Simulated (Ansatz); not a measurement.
BN (model structure, P6₂22, No. 180, 6 atoms in the cell), treated with LDA in Ansatz (plane waves, PAW).

Settings: plane-wave cutoff 520 eV, 18×18×6 k mesh (along the axes of the cell as run), Fermi–Dirac smearing 0.01 eV, scalar-relativistic PAW data made under PBE.

Computed at the level's own relaxed cell.

```
CELL_PARAMETERS angstrom
      2.57840     0.00000     0.00000
     -1.28920     2.23296     0.00000
      0.00000     0.00000     5.75635
ATOMIC_POSITIONS crystal
  B  0.50000 0.00000 0.66667
  B  0.00000 0.50000 0.33333
  B  0.50000 0.50000 0.00000
  N  0.50000 0.00000 0.16667
  N  0.00000 0.50000 0.83333
  N  0.50000 0.50000 0.50000
```

Problem. List the 16 lowest band energies at Γ above −25 eV (eV, relative to the valence band maximum), grouping those that round alike.

Solution. At Γ: -21.42, -18.18 (×2), -7.39 (×2), -4.91, -2.13 (×2), -1.07 (×2), -0.73, 0.00, 6.94 (×2), 7.81 (×2).

Note: the relaxation could raise the start's symmetry but not lower it, so the cell can be a saddle point.

A model structure was made by putting elements into a prototype or built by hand; it is no filed structure, need not be a known phase, and can be a saddle point held by its symmetry.

Ansatz is an electronic-structure program.
